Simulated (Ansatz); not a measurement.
Ansatz (an electronic-structure program) run on InHO2 (Pmn2_1, 8 atoms in the cell): self-consistent single point.

Computed with LDA (PW92), PAW files made with PBE (plane waves; Ansatz).

The change in words: lattice scaled by 0.98. Reference geometry:
```xyz
8
Lattice="3.2985 0.0000 0.0000 0.0000 4.5905 0.0000 0.0000 0.0000 5.3021" Properties=species:S:1:pos:R:3 pbc="T T T"
In     0.0000     3.3416     0.0019
In     1.6493     1.2489     2.6529
H      0.0000     3.6775     2.5403
H      1.6493     0.9131     5.1914
O      0.0000     2.4000     3.3855
O      1.6493     2.1905     0.7344
O      0.0000     4.5060     1.9301
O      1.6493     0.0846     4.5812
```

Reference input (self-consistent single point, DFT, LDA (PW92), plane waves, PAW files made with PBE): basis.ecutwfc = 420 eV; kpoints.mp_grid.grid = 7 5 4; hamiltonian.xc = lda; hamiltonian.pseudopotentials = {kind: paw} (the program's default PAW files); scf.occupations.method = fermi_dirac; scf.occupations.width = 0.01 eV. This run's input differs from it in these lines:

```diff
@@ -2,5 +2,5 @@
   lattice:
-    - [3.298500, 0.000000, 0.000000]
-    - [0.000000, 4.590520, 0.000000]
-    - [0.000000, 0.000000, 5.302130]
+    - [3.232530, 0.000000, 0.000000]
+    - [0.000000, 4.498710, 0.000000]
+    - [0.000000, 0.000000, 5.196087]
   atoms:
```

The program printed (abridged):

```
SCF iter   1: F=—  HF=-13169.654092 eV  |F-HF|=—  |Δ(HF+E_count)|=         —  Δρ=7.64e-2  dr2=3.53e0  ethr=3.10e-3  ⟨swp⟩=6.1  Hψ=5280  notcnv=0
all-band conjugate gradients solve this SCF's bands
preconditioner: auto → Resta (q_TF=auto, 2.564 Å⁻¹)
SCF iter   2: F=—  HF=-13168.716296 eV  |F-HF|=—  |Δ(HF+E_count)|=   9.38e-1  Δρ=3.66e-2  dr2=9.12e-1  ethr=3.10e-3  ⟨swp⟩=2.0  Hψ=2458  notcnv=0  defer=132
   [... lines left out ...]
SCF iter   5: F=—  HF=-13168.370824 eV  |F-HF|=—  |Δ(HF+E_count)|=   6.38e-5  Δρ=4.14e-4  dr2=1.11e-4  ethr=3.73e-6  ⟨swp⟩=2.2  Hψ=1752  notcnv=0  defer=132
SCF iter   6: F=—  HF=-13168.370815 eV  |F-HF|=—  |Δ(HF+E_count)|=   9.12e-6  Δρ=8.94e-5  dr2=5.32e-6  ethr=2.14e-7  ⟨swp⟩=2.0  Hψ=1961  notcnv=0  defer=132
SCF iter   7: F=—  HF=-13168.370812 eV  |F-HF|=—  |Δ(HF+E_count)|=   2.82e-6  Δρ=2.27e-5  dr2=3.15e-7  ethr=1.02e-8  ⟨swp⟩=2.6  Hψ=2236  notcnv=0  defer=132
SCF iter   8: F=-13168.370812 eV  HF=-13168.370812 eV  |F-HF|=6.41e-9  |Δ(HF+E_count)|=   1.23e-8  Δρ=5.23e-6  dr2=1.56e-8  ethr=1.92e-10  ⟨swp⟩=11.1  Hψ=6223  notcnv=0
SCF 1 converged in 8 iterations: F = -13168.370812 eV  dr2 = 1.56e-8
Free energy (F): -13168.370812 eV
Internal energy: -13168.370812 eV  (E = F + TS)
E sigma→0 (E₀):  -13168.370812 eV
Fermi energy:    8.985178 eV
--- Forces (eV/Å), atoms counted from 1 ---
  atom   1  In    -0.00000000     0.16046737     0.01972766
  atom   2  In     0.00000000    -0.16046737     0.01972766
  atom   3  H      0.00000000    -0.95629984     0.73047378
  atom   4  H     -0.00000000     0.95629984     0.73047378
  atom   5  O     -0.00000000     0.11011373    -0.02711957
  atom   6  O     -0.00000000    -0.11011373    -0.02711957
  atom   7  O     -0.00000000     0.92710113    -0.72308832
  atom   8  O      0.00000000    -0.92710113    -0.72308832
--- Stress (GPa, compression-positive) ---
        4.968549      -0.000000       0.000000
       -0.000000       7.666274       0.000000
        0.000000       0.000000       6.458809
  P = ⅓ Tr σ = 6.3645 GPa (63.645 kbar)
  The stress holds the Pulay correction. Without it, at fixed plane waves, as pw.x and ABINIT print it: P = 5.7446 GPa
```

The run converged in 8 iterations. Against the reference run the free energy rises by 2.1 meV/atom, the pressure goes from -4.62 to 6.36 GPa, the largest force goes from 0.575 to 1.203 eV/Å and the gap on the mesh goes from 1.877 to 2.294 eV.

The starting cell comes from a database of computed structures (which also holds hypothetical and non-ambient phases and stackings), without a prior relaxation at this level. For this run, on top of that: lattice scaled by 0.98. With a pressure of about 6 GPa the cell is away from its equilibrium volume at this level. Forces in this geometry exceed 1 eV/Å. Ansatz's pressure includes its estimate of the finite-basis (Pulay) stress. Without the estimate this run gives 5.74 GPa.

Keys are those of Ansatz 0.2.
